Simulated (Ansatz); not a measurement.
## Si well of 9 atomic layers along [001] in random Si0.5Ge0.5, interfaces graded over 8 layers

Prepared with Tersoff's 1989 multicomponent potential (SiCGe.tersoff) (LAMMPS): minimisation. Geometry as solved with PBE, support functions at accuracy medium on the grid of 370 eV (Ansatz, an electronic-structure program).

```xyz
648
Lattice="16.85 0.00 0.00 0.00 16.85 0.00 0.00 0.00 49.91" Properties=species:S:1:pos:R:3 pbc="T T T"
Si    -0.01     0.00    -0.03
Ge     1.39     1.42     1.38
Si     2.83     2.80    -0.04
Ge     4.20     4.25     1.36
Si     2.80     0.03     2.80
Ge     4.18     1.43     4.21
Si    -0.01     2.83     2.81
Si     1.42     4.18     4.17
Ge     0.00     0.09     5.59
Si     1.42     1.46     7.02
Si     2.77     2.83     5.61
Ge     4.23     4.22     6.99
Si     2.81     0.07     8.39
Si     4.22     1.42     9.74
Si     0.05     2.82     8.40
Si     1.43     4.20     9.75
Ge     0.02     0.05    11.25
Si     1.43     1.44    12.62
Ge     2.84     2.82    11.18
Si     4.25     4.22    12.59
Ge     2.80     0.02    14.04
Si     4.22     1.42    15.43
Ge     0.00     2.82    14.02
Si     1.41     4.21    15.43
Si     0.01    -0.01    16.77
Si     1.43     1.39    18.10
Si     2.82     2.82    16.77
Si     4.21     4.23    18.14
Si     2.84     0.03    19.46
Si     4.21     1.42    20.85
Ge     0.02     2.81    19.49
Si     1.44     4.23    20.88
Si    -0.01     0.03    22.26
Si     1.41     1.41    23.59
Si     2.81     2.80    22.22
Si     4.21     4.21    23.58
Si     2.81     0.00    24.93
Si     4.20     1.41    26.28
Si     0.00     2.82    24.92
Si     1.40     4.21    26.27
Si     0.00     0.00    27.63
Si     1.39     1.40    28.99
Si     2.77     2.78    27.61
Ge     4.18     4.19    29.03
Si     2.83     0.03    30.34
Si     4.24     1.39    31.71
Si     0.00     2.81    30.34
Si     1.37     4.23    31.71
Si     0.00     0.03    33.10
Ge     1.38     1.41    34.55
Ge     2.82     2.82    33.08
Si     4.23     4.23    34.46
Si     2.83     0.00    35.92
Si     4.18     1.40    37.29
Si    -0.03     2.84    35.93
Si     1.38     4.19    37.28
Ge    -0.01     0.02    38.70
Si     1.42     1.43    40.06
Si     2.76     2.78    38.64
Ge     4.16     4.18    40.05
Ge     2.79     0.02    41.49
Si     4.19     1.39    42.95
Ge     0.03     2.80    41.50
Si     1.44     4.18    42.91
Si     0.00     0.00    44.21
Ge     1.42     1.36    45.65
Si     2.82     2.80    44.27
Ge     4.21     4.23    45.68
Si     2.83    -0.01    47.11
Si     4.17     1.44    48.46
Ge    -0.02     2.76    47.11
Ge     1.44     4.22    48.48
Ge    -0.02     5.60     0.02
Ge     1.44     7.03     1.43
Si     2.83     8.44     0.00
Si     4.25     9.79     1.35
Si     2.81     5.58     2.82
Ge     4.26     7.01     4.18
Si    -0.02     8.39     2.81
Ge     1.40     9.78     4.18
Ge     0.01     5.61     5.55
Ge     1.47     7.01     6.99
Si     2.85     8.42     5.58
Ge     4.22     9.84     6.98
Si     2.82     5.59     8.42
Ge     4.20     7.00     9.85
Ge     0.04     8.44     8.43
Si     1.43     9.85     9.84
Ge     0.01     5.56    11.18
Ge     1.42     7.04    12.59
Si     2.82     8.48    11.22
Si     4.19     9.78    12.66
Ge     2.84     5.59    14.02
Si     4.26     6.99    15.39
Ge    -0.02     8.47    14.02
Si     1.41     9.87    15.38
Si     0.01     5.61    16.77
Si     1.38     6.99    18.16
Ge     2.79     8.40    16.74
Ge     4.23     9.85    18.17
Si     2.81     5.62    19.50
Si     4.20     7.00    20.86
Si     0.00     8.41    19.51
Si     1.40     9.82    20.87
Si     0.01     5.61    22.21
Si     1.41     7.01    23.55
Si     2.81     8.42    22.21
Si     4.20     9.83    23.56
Si     2.80     5.61    24.92
Si     4.19     7.04    26.25
Si    -0.01     8.39    24.89
Ge     1.39     9.82    26.28
Si     0.02     5.61    27.63
Si     1.40     7.02    28.99
Si     2.82     8.40    27.66
Si     4.22     9.81    29.00
Si     2.76     5.64    30.38
Si     4.20     7.01    31.72
Si     0.04     8.44    30.34
Si     1.45     9.80    31.70
Si     0.02     5.59    33.13
Si     1.41     7.01    34.43
Si     2.81     8.39    33.08
Ge     4.20     9.83    34.48
Ge     2.79     5.60    35.86
Ge     4.20     7.08    37.29
Ge     0.02     8.40    35.87
Si     1.43     9.83    37.27
Si     0.02     5.63    38.62
Ge     1.38     7.07    40.05
Si     2.81     8.50    38.68
Si     4.18     9.87    40.06
Ge     2.80     5.62    41.52
Si     4.20     7.03    42.93
Si     0.02     8.47    41.48
Si     1.45     9.81    42.84
Ge     0.05     5.60    44.29
Ge     1.45     7.07    45.72
Si     2.84     8.45    44.26
Si     4.25     9.78    45.64
Si     2.84     5.63    47.10
Ge     4.24     7.04    48.49
Si     0.02     8.45    47.14
Si     1.44     9.77    48.51
Ge     0.04    11.19    -0.02
Si     1.39    12.63     1.38
Ge     2.76    14.06     0.00
Ge     4.21    15.48     1.42
Ge     2.83    11.20     2.74
Ge     4.26    12.60     4.22
Ge    -0.03    14.04     2.76
Ge     1.41    15.46     4.18
Ge     0.01    11.27     5.60
Si     1.43    12.60     7.03
Ge     2.81    14.01     5.63
Ge     4.21    15.47     7.04
Si     2.77    11.21     8.41
Ge     4.19    12.60     9.80
Ge     0.04    14.01     8.40
Ge     1.46    15.48     9.82
Si     0.00    11.19    11.21
Ge     1.43    12.60    12.58
Si     2.82    14.03    11.20
Ge     4.23    15.40    12.62
Si     2.84    11.21    14.02
Si     4.21    12.65    15.38
Ge     0.02    14.05    14.03
Si     1.41    15.44    15.44
Si     0.03    11.20    16.80
Si     1.43    12.61    18.11
Si     2.81    14.03    16.76
Si     4.21    15.44    18.12
Si     2.79    11.25    19.54
Si     4.20    12.65    20.87
Ge    -0.02    14.01    19.47
Ge     1.43    15.48    20.87
Si     0.00    11.21    22.22
Si     1.40    12.64    23.56
Si     2.83    14.03    22.24
Si     4.22    15.44    23.57
Si     2.81    11.25    24.90
Si     4.19    12.63    26.26
Si     0.01    14.04    24.94
Si     1.41    15.44    26.28
Si    -0.01    11.26    27.66
Si     1.44    12.61    28.98
Si     2.81    14.04    27.63
Si     4.18    15.45    28.98
Si     2.83    11.22    30.36
Si     4.20    12.63    31.73
Ge    -0.02    14.02    30.33
Ge     1.43    15.46    31.76
Ge     0.01    11.20    33.10
Si     1.44    12.61    34.49
Si     2.82    13.99    33.12
Ge     4.23    15.43    34.50
Si     2.78    11.22    35.89
Ge     4.22    12.60    37.30
Ge     0.02    14.01    35.86
Ge     1.45    15.42    37.31
Ge     0.04    11.24    38.71
Si     1.43    12.65    40.13
Si     2.80    13.99    38.72
Ge     4.21    15.43    40.05
Si     2.80    11.22    41.46
Ge     4.22    12.60    42.89
Si     0.00    14.04    41.48
Si     1.35    15.45    42.85
Ge     0.02    11.22    44.23
Ge     1.44    12.62    45.69
Ge     2.80    14.11    44.27
Si     4.21    15.48    45.70
Ge     2.85    11.14    47.09
Ge     4.24    12.61    48.54
Ge     0.03    14.07    47.12
Si     1.41    15.51    48.50
Ge     5.61     0.08    -0.03
Si     7.02     1.43     1.40
Ge     8.45     2.83     0.01
Si     9.82     4.27     1.41
Ge     8.39     0.02     2.83
Si     9.80     1.43     4.19
Ge     5.66     2.86     2.80
Si     7.05     4.28     4.20
Ge     5.66     0.01     5.61
Si     7.02     1.44     7.02
Ge     8.42     2.86     5.62
Si     9.81     4.28     7.02
Ge     8.43     0.02     8.39
Si     9.83     1.43     9.81
Si     5.62     2.78     8.39
Ge     7.02     4.21     9.79
Ge     5.61    -0.01    11.13
Ge     7.06     1.39    12.58
Si     8.45     2.79    11.17
Ge     9.80     4.20    12.60
Si     8.40    -0.05    13.99
Ge     9.82     1.39    15.37
Ge     5.62     2.82    14.03
Si     7.03     4.25    15.41
Si     5.59    -0.02    16.74
Ge     7.01     1.41    18.13
Si     8.43     2.85    16.76
Si     9.80     4.20    18.18
Si     8.44    -0.01    19.52
Si     9.82     1.41    20.87
Si     5.59     2.84    19.52
Si     7.00     4.22    20.86
Si     5.61     0.00    22.20
Si     7.00     1.41    23.54
Si     8.41     2.82    22.21
Si     9.84     4.21    23.56
Si     8.42     0.02    24.86
Ge     9.83     1.41    26.27
Si     5.61     2.80    24.92
Si     7.04     4.19    26.25
Si     5.58     0.03    27.66
Si     7.01     1.41    29.00
Si     8.39     2.81    27.65
Si     9.77     4.19    29.02
Si     8.44     0.02    30.33
Si     9.79     1.43    31.72
Si     5.65     2.79    30.40
Si     7.01     4.21    31.75
Si     5.62     0.04    33.11
Si     7.04     1.40    34.46
Si     8.42     2.82    33.10
Si     9.85     4.19    34.45
Si     8.41     0.00    35.83
Ge     9.83     1.42    37.22
Ge     5.61     2.79    35.87
Si     7.01     4.20    37.27
Si     5.57     0.00    38.63
Ge     6.98     1.33    40.08
Ge     8.38     2.81    38.67
Ge     9.83     4.21    40.12
Si     8.37    -0.05    41.51
Ge     9.81     1.39    42.84
Ge     5.57     2.78    41.51
Ge     6.99     4.30    42.88
Si     5.58    -0.01    44.30
Ge     6.99     1.38    45.73
Ge     8.40     2.83    44.29
Ge     9.81     4.28    45.70
Si     8.45     0.02    47.13
Si     9.81     1.40    48.49
Si     5.57     2.81    47.11
Ge     6.98     4.24    48.49
Si     5.64     5.67     0.01
Si     7.03     7.03     1.40
Si     8.39     8.40     0.01
Ge     9.80     9.80     1.40
Si     8.42     5.64     2.79
Si     9.83     6.99     4.16
Si     5.64     8.44     2.75
Si     7.01     9.83     4.16
Si     5.67     5.62     5.59
Si     7.04     6.98     6.98
Ge     8.42     8.42     5.57
Si     9.79     9.86     6.99
Si     8.43     5.65     8.39
Si     9.77     7.02     9.80
Ge     5.65     8.38     8.39
Ge     7.08     9.81     9.82
Si     5.63     5.61    11.25
Si     7.01     7.01    12.61
Si     8.43     8.37    11.24
Si     9.82     9.76    12.58
Si     8.37     5.61    13.99
Ge     9.79     7.03    15.36
Si     5.59     8.37    13.98
Ge     6.97     9.81    15.40
Si     5.63     5.61    16.78
Si     7.03     7.00    18.15
Si     8.40     8.42    16.79
Si     9.84     9.82    18.09
Si     8.41     5.61    19.52
Si     9.81     6.98    20.88
Si     5.61     8.36    19.50
Ge     7.00     9.79    20.88
Si     5.60     5.61    22.22
Si     7.01     7.00    23.58
Si     8.45     8.38    22.25
Si     9.84     9.82    23.57
Si     8.43     5.60    24.91
Si     9.80     7.04    26.25
Si     5.61     8.43    24.91
Si     7.01     9.81    26.27
Ge     5.64     5.64    27.62
Si     7.05     7.05    29.03
Si     8.43     8.43    27.63
Si     9.87     9.79    28.97
Si     8.40     5.60    30.37
Ge     9.85     7.01    31.73
Si     5.61     8.42    30.37
Si     6.96     9.84    31.74
Si     5.58     5.60    33.08
Ge     6.96     7.01    34.51
Ge     8.40     8.47    33.13
Si     9.79     9.86    34.54
Ge     8.44     5.58    35.89
Si     9.78     7.05    37.28
Si     5.63     8.47    35.91
Si     7.02     9.83    37.29
Ge     5.63     5.60    38.66
Ge     7.07     7.03    40.08
Si     8.41     8.44    38.63
Ge     9.82     9.82    40.06
Si     8.47     5.66    41.51
Si     9.86     7.02    42.88
Ge     5.56     8.44    41.48
Ge     7.02     9.87    42.88
Si     5.60     5.69    44.31
Si     7.00     7.03    45.70
Ge     8.45     8.40    44.31
Si     9.85     9.83    45.71
Si     8.37     5.66    47.08
Ge     9.81     7.03    48.51
Si     5.62     8.42    47.04
Ge     7.02     9.82    48.48
Si     5.64    11.21     0.03
Si     7.03    12.56     1.41
Ge     8.41    13.98     0.00
Ge     9.83    15.42     1.43
Si     8.41    11.24     2.83
Si     9.80    12.63     4.21
Ge     5.68    14.04     2.80
Si     7.06    15.41     4.25
Si     5.68    11.20     5.59
Si     7.06    12.60     6.96
Si     8.43    14.01     5.61
Si     9.79    15.42     6.97
Si     8.43    11.25     8.37
Si     9.78    12.62     9.78
Ge     5.67    14.00     8.39
Si     7.04    15.43     9.78
Ge     5.61    11.20    11.28
Si     7.00    12.65    12.64
Ge     8.41    14.04    11.22
Si     9.80    15.46    12.62
Ge     8.43    11.21    13.96
Ge     9.82    12.65    15.44
Si     5.64    14.01    14.03
Si     7.00    15.44    15.37
Si     5.60    11.29    16.76
Si     6.98    12.69    18.11
Si     8.37    14.09    16.78
Si     9.79    15.46    18.12
Ge     8.43    11.25    19.46
Si     9.82    12.63    20.90
Si     5.60    14.05    19.50
Si     7.02    15.44    20.85
Si     5.59    11.25    22.23
Si     7.01    12.63    23.57
Si     8.41    14.04    22.22
Si     9.82    15.45    23.55
Si     8.40    11.20    24.90
Ge     9.83    12.63    26.28
Si     5.59    14.02    24.91
Ge     7.01    15.47    26.27
Si     5.58    11.20    27.59
Ge     6.97    12.65    28.96
Si     8.44    14.08    27.65
Si     9.84    15.45    29.01
Ge     8.44    11.21    30.36
Si     9.85    12.65    31.71
Si     5.54    14.05    30.35
Ge     6.99    15.46    31.70
Si     5.61    11.26    33.09
Si     7.00    12.59    34.52
Ge     8.42    14.01    33.13
Si     9.80    15.47    34.50
Si     8.39    11.23    35.91
Si     9.79    12.60    37.29
Si     5.63    13.99    35.87
Ge     7.02    15.43    37.25
Si     5.64    11.20    38.70
Si     7.04    12.60    40.04
Si     8.40    13.98    38.66
Ge     9.74    15.41    40.08
Si     8.41    11.24    41.44
Ge     9.82    12.58    42.90
Ge     5.67    14.02    41.47
Si     6.98    15.47    42.92
Si     5.62    11.22    44.33
Si     7.01    12.57    45.69
Ge     8.36    14.03    44.30
Ge     9.83    15.43    45.74
Si     8.42    11.20    47.04
Ge     9.85    12.57    48.45
Ge     5.62    14.03    47.05
Ge     7.04    15.46    48.49
Ge    11.23     0.03    -0.02
Si    12.68     1.41     1.38
Si    14.08     2.78     0.05
Si    15.45     4.17     1.42
Si    14.07     0.04     2.75
Si    15.42     1.45     4.15
Ge    11.22     2.80     2.77
Ge    12.62     4.22     4.23
Ge    11.17    -0.01     5.56
Ge    12.62     1.42     6.97
Si    14.05     2.79     5.57
Ge    15.44     4.18     7.00
Ge    14.01     0.00     8.45
Ge    15.45     1.48     9.82
Ge    11.22     2.87     8.42
Si    12.67     4.21     9.84
Ge    11.23     0.02    11.23
Si    12.66     1.43    12.63
Si    14.02     2.84    11.25
Si    15.43     4.20    12.60
Si    14.01     0.05    14.05
Si    15.45     1.38    15.41
Si    11.24     2.78    13.96
Ge    12.65     4.16    15.36
Si    11.22    -0.02    16.78
Ge    12.64     1.42    18.15
Si    14.09     2.79    16.76
Si    15.44     4.23    18.11
Si    14.09     0.01    19.51
Si    15.44     1.40    20.89
Si    11.20     2.83    19.53
Si    12.64     4.22    20.86
Si    11.22     0.03    22.24
Si    12.64     1.41    23.57
Si    14.04     2.81    22.21
Si    15.45     4.21    23.55
Si    14.05     0.00    24.93
Si    15.46     1.41    26.27
Si    11.26     2.83    24.90
Si    12.67     4.21    26.24
Si    11.24    -0.05    27.63
Ge    12.64     1.41    29.00
Si    14.07     2.83    27.60
Si    15.46     4.21    28.97
Si    14.07    -0.01    30.37
Si    15.49     1.39    31.71
Si    11.17     2.81    30.36
Ge    12.62     4.23    31.72
Ge    11.24     0.00    33.10
Si    12.65     1.41    34.52
Ge    14.09     2.79    33.13
Si    15.48     4.24    34.52
Si    14.04     0.05    35.87
Si    15.44     1.40    37.24
Si    11.24     2.82    35.81
Ge    12.63     4.24    37.21
Ge    11.23     0.03    38.73
Si    12.65     1.40    40.14
Ge    14.02     2.77    38.66
Ge    15.48     4.23    40.04
Si    14.08     0.02    41.47
Si    15.43     1.38    42.88
Si    11.26     2.79    41.48
Ge    12.61     4.19    42.92
Ge    11.26     0.02    44.31
Si    12.65     1.45    45.67
Si    14.04     2.75    44.27
Ge    15.40     4.18    45.67
Ge    14.05     0.06    47.08
Si    15.44     1.40    48.56
Ge    11.23     2.80    47.11
Ge    12.64     4.20    48.60
Si    11.20     5.63     0.04
Si    12.59     7.04     1.36
Si    13.96     8.42    -0.02
Ge    15.42     9.76     1.39
Ge    14.04     5.64     2.76
Si    15.46     7.02     4.16
Si    11.21     8.36     2.78
Ge    12.55     9.79     4.21
Si    11.16     5.61     5.59
Ge    12.59     6.95     7.01
Ge    14.04     8.37     5.60
Ge    15.42     9.85     7.03
Si    14.01     5.55     8.42
Ge    15.40     6.99     9.78
Ge    11.18     8.45     8.41
Si    12.62     9.84     9.78
Ge    11.24     5.65    11.18
Si    12.60     7.07    12.61
Ge    14.00     8.47    11.21
Si    15.44     9.86    12.59
Ge    14.06     5.66    13.97
Si    15.47     7.02    15.43
Si    11.22     8.42    13.96
Ge    12.65     9.80    15.36
Ge    11.23     5.61    16.80
Si    12.69     7.02    18.15
Si    14.08     8.40    16.79
Si    15.46     9.81    18.15
Si    14.05     5.61    19.50
Si    15.45     7.01    20.86
Ge    11.23     8.42    19.51
Si    12.65     9.85    20.88
Si    11.24     5.61    22.22
Si    12.64     7.03    23.57
Si    14.04     8.42    22.21
Si    15.44     9.82    23.57
Si    14.05     5.62    24.90
Si    15.48     6.98    26.25
Si    11.23     8.43    24.93
Si    12.63     9.84    26.26
Ge    11.22     5.61    27.63
Si    12.66     7.01    29.01
Ge    14.07     8.43    27.63
Si    15.47     9.86    29.03
Si    14.05     5.61    30.32
Ge    15.45     7.02    31.73
Si    11.27     8.42    30.34
Si    12.65     9.80    31.71
Si    11.25     5.62    33.15
Si    12.66     7.01    34.49
Si    14.02     8.43    33.12
Si    15.42     9.79    34.48
Si    14.08     5.65    35.85
Si    15.45     6.98    37.26
Ge    11.23     8.43    35.89
Si    12.63     9.84    37.29
Ge    11.20     5.66    38.66
Ge    12.61     7.08    40.11
Ge    14.09     8.45    38.67
Si    15.49     9.82    40.10
Ge    14.04     5.62    41.48
Ge    15.48     7.05    42.88
Si    11.21     8.45    41.54
Si    12.59     9.83    42.92
Si    11.22     5.66    44.29
Si    12.55     7.04    45.70
Ge    13.98     8.42    44.32
Ge    15.44     9.85    45.74
Ge    13.97     5.64    47.08
Ge    15.42     7.06    48.50
Si    11.22     8.45    47.10
Si    12.62     9.81    48.49
Si    11.23    11.16    -0.04
Ge    12.57    12.61     1.39
Ge    14.03    14.07     0.03
Si    15.45    15.51     1.38
Ge    14.03    11.22     2.82
Si    15.44    12.64     4.18
Si    11.19    13.99     2.82
Ge    12.64    15.44     4.12
Si    11.14    11.22     5.60
Ge    12.59    12.59     6.99
Ge    14.04    14.02     5.57
Ge    15.45    15.45     7.00
Si    13.99    11.21     8.43
Ge    15.41    12.61     9.83
Ge    11.19    14.06     8.42
Si    12.62    15.43     9.84
Ge    11.18    11.21    11.16
Ge    12.64    12.63    12.60
Si    14.01    14.06    11.19
Ge    15.38    15.47    12.63
Si    14.06    11.22    13.97
Ge    15.43    12.61    15.43
Ge    11.24    14.10    14.01
Si    12.65    15.49    15.42
Si    11.26    11.22    16.78
Si    12.66    12.61    18.12
Si    14.01    14.07    16.78
Si    15.42    15.46    18.11
Si    14.05    11.22    19.50
Si    15.43    12.60    20.88
Ge    11.21    14.02    19.48
Ge    12.67    15.46    20.88
Si    11.24    11.23    22.23
Si    12.65    12.63    23.58
Si    14.07    14.01    22.25
Si    15.45    15.44    23.59
Si    14.05    11.23    24.93
Si    15.44    12.64    26.29
Si    11.25    14.06    24.89
Si    12.64    15.43    26.27
Si    11.27    11.21    27.65
Si    12.65    12.63    29.00
Si    14.03    14.03    27.63
Si    15.42    15.46    28.96
Si    14.03    11.22    30.38
Si    15.41    12.62    31.73
Si    11.24    14.04    30.35
Si    12.65    15.43    31.69
Ge    11.22    11.20    33.09
Ge    12.65    12.66    34.48
Si    14.03    14.05    33.05
Ge    15.41    15.47    34.45
Ge    14.07    11.22    35.91
Si    15.49    12.62    37.29
Ge    11.18    14.05    35.91
Ge    12.67    15.48    37.29
Si    11.21    11.22    38.62
Ge    12.63    12.59    40.03
Ge    14.12    14.04    38.68
Si    15.47    15.45    40.13
Ge    14.04    11.19    41.50
Si    15.47    12.63    42.83
Ge    11.23    14.02    41.48
Ge    12.68    15.45    42.86
Si    11.23    11.19    44.33
Si    12.61    12.58    45.69
Ge    14.06    13.96    44.29
Ge    15.47    15.47    45.65
Si    13.97    11.23    47.11
Ge    15.41    12.62    48.50
Si    11.25    13.98    47.06
Ge    12.61    15.42    48.44
```
